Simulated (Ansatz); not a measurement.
The parent structure is GaN (space group P4_2/mnm, No. 136; a = 5.4704 Å, c = 3.1829 Å; a hypothetical phase, not in the database extracts checked). Axes: x, y, z lie along a, b, c of the conventional cell.

The change: strain tensor (xx, yy, zz, yz, xz, xy) = (+0.52, −0.36, −1.45, +1.66, +2.39, −2.09) %; the atoms relax in the strained cell.

Levels (all Ansatz, a program for electronic structure, PAW): PBEsol (420 eV, scalar-relativistic without spin-orbit coupling); r2SCAN (500 eV, no spin-orbit coupling); HSE06 (420 eV, no spin-orbit coupling).

At the geometry relaxed with PBEsol, these levels gave the following band gaps, in shuffled order: (a) 1.75 eV, (b) 2.21 eV, (c) 3.07 eV.

Match each gap to its level.

(a) PBEsol; (b) r2SCAN; (c) HSE06.

Single points use the geometry relaxed with PBEsol. No phonon test of stability was made.
